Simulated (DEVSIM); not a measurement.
Structure: abrupt Ge p-n junction, at 300 K.

| layer (left to right) | material | thickness (μm) | Nd (cm⁻³) | Na (cm⁻³) | τn (s) | τp (s) |
|---|---|---|---|---|---|---|
| 1 | Ge | 4.10 | - | 5.1e15 | 0.00079 | 0.00079 |
| 2 | Ge | 11.0 | 5.2e15 | - | 0.00079 | 0.00079 |

Left contact: ohmic. Right contact: ohmic. Voltage is applied to the left contact. Recombination: SRH at mid-gap. Mobility is μmin + (μ − μmin)/(1 + (N/Nref)^α).

Constants are typed, rounded textbook-type inputs, not results; the design itself was drawn at random and stands for no fabricated device. Values at 300 K.

```tsv
parameter	Ge
gap (eV)	0.664
affinity (eV)	4
permittivity	16
Nc (cm⁻³)	1.04e19
Nv (cm⁻³)	6e18
μn (cm²/Vs)	3900
μp (cm²/Vs)	1900
μn,min	150
μp,min	100
Nref,n	2.6e17
Nref,p	4e17
αn	0.56
αp	0.6
```

DEVSIM, 1D drift-diffusion, Boltzmann statistics, complete ionisation; no tunnelling, impact ionisation, image-force lowering or self-heating.

Tabulate band edges, carrier densities and field at zero bias.

Energies count from the Fermi level of the right contact; mesh points crowd at the junctions.

```json
[
 {"x (μm)": "0.000", "Ec (eV)": "0.481", "Ev (eV)": "-0.183", "n (cm⁻³)": "8.6e10", "p (cm⁻³)": "5.1e15", "field (V/cm)": "≈ 0"},
 {"x (μm)": "0.03238", "Ec (eV)": "0.481", "Ev (eV)": "-0.183", "n (cm⁻³)": "8.6e10", "p (cm⁻³)": "5.1e15", "field (V/cm)": "≈ 0"},
 {"x (μm)": "0.1134", "Ec (eV)": "0.481", "Ev (eV)": "-0.183", "n (cm⁻³)": "8.6e10", "p (cm⁻³)": "5.1e15", "field (V/cm)": "≈ 0"},
 {"x (μm)": "0.2968", "Ec (eV)": "0.481", "Ev (eV)": "-0.183", "n (cm⁻³)": "8.6e10", "p (cm⁻³)": "5.1e15", "field (V/cm)": "≈ 0"},
 {"x (μm)": "0.9690", "Ec (eV)": "0.481", "Ev (eV)": "-0.183", "n (cm⁻³)": "8.6e10", "p (cm⁻³)": "5.1e15", "field (V/cm)": "≈ 0"},
 {"x (μm)": "2.286", "Ec (eV)": "0.481", "Ev (eV)": "-0.183", "n (cm⁻³)": "8.6e10", "p (cm⁻³)": "5.1e15", "field (V/cm)": "≈ 0"},
 {"x (μm)": "3.336", "Ec (eV)": "0.481", "Ev (eV)": "-0.183", "n (cm⁻³)": "8.6e10", "p (cm⁻³)": "5.1e15", "field (V/cm)": "≈ 0"},
 {"x (μm)": "3.870", "Ec (eV)": "0.471", "Ev (eV)": "-0.193", "n (cm⁻³)": "1.3e11", "p (cm⁻³)": "3.4e15", "field (V/cm)": "-1500"},
 {"x (μm)": "4.019", "Ec (eV)": "0.413", "Ev (eV)": "-0.251", "n (cm⁻³)": "1.2e12", "p (cm⁻³)": "3.7e14", "field (V/cm)": "-7100"},
 {"x (μm)": "4.079", "Ec (eV)": "0.360", "Ev (eV)": "-0.304", "n (cm⁻³)": "9.2e12", "p (cm⁻³)": "4.8e13", "field (V/cm)": "-10000"},
 {"x (μm)": "4.105", "Ec (eV)": "0.331", "Ev (eV)": "-0.333", "n (cm⁻³)": "2.8e13", "p (cm⁻³)": "1.5e13", "field (V/cm)": "-11000"},
 {"x (μm)": "4.172", "Ec (eV)": "0.269", "Ev (eV)": "-0.395", "n (cm⁻³)": "3.2e14", "p (cm⁻³)": "1.4e12", "field (V/cm)": "-7500"},
 {"x (μm)": "4.301", "Ec (eV)": "0.211", "Ev (eV)": "-0.453", "n (cm⁻³)": "2.9e15", "p (cm⁻³)": "1.5e11", "field (V/cm)": "-2000"},
 {"x (μm)": "4.605", "Ec (eV)": "0.197", "Ev (eV)": "-0.467", "n (cm⁻³)": "5.2e15", "p (cm⁻³)": "8.5e10", "field (V/cm)": "-26"},
 {"x (μm)": "5.795", "Ec (eV)": "0.197", "Ev (eV)": "-0.468", "n (cm⁻³)": "5.2e15", "p (cm⁻³)": "8.4e10", "field (V/cm)": "≈ 0"},
 {"x (μm)": "8.113", "Ec (eV)": "0.197", "Ev (eV)": "-0.468", "n (cm⁻³)": "5.2e15", "p (cm⁻³)": "8.4e10", "field (V/cm)": "≈ 0"},
 {"x (μm)": "11.87", "Ec (eV)": "0.197", "Ev (eV)": "-0.468", "n (cm⁻³)": "5.2e15", "p (cm⁻³)": "8.4e10", "field (V/cm)": "≈ 0"},
 {"x (μm)": "13.79", "Ec (eV)": "0.197", "Ev (eV)": "-0.468", "n (cm⁻³)": "5.2e15", "p (cm⁻³)": "8.4e10", "field (V/cm)": "≈ 0"},
 {"x (μm)": "14.70", "Ec (eV)": "0.197", "Ev (eV)": "-0.468", "n (cm⁻³)": "5.2e15", "p (cm⁻³)": "8.4e10", "field (V/cm)": "≈ 0"},
 {"x (μm)": "14.94", "Ec (eV)": "0.197", "Ev (eV)": "-0.468", "n (cm⁻³)": "5.2e15", "p (cm⁻³)": "8.4e10", "field (V/cm)": "≈ 0"},
 {"x (μm)": "15.05", "Ec (eV)": "0.197", "Ev (eV)": "-0.468", "n (cm⁻³)": "5.2e15", "p (cm⁻³)": "8.4e10", "field (V/cm)": "≈ 0"},
 {"x (μm)": "15.10", "Ec (eV)": "0.197", "Ev (eV)": "-0.468", "n (cm⁻³)": "5.2e15", "p (cm⁻³)": "8.4e10", "field (V/cm)": "≈ 0"}
]
```
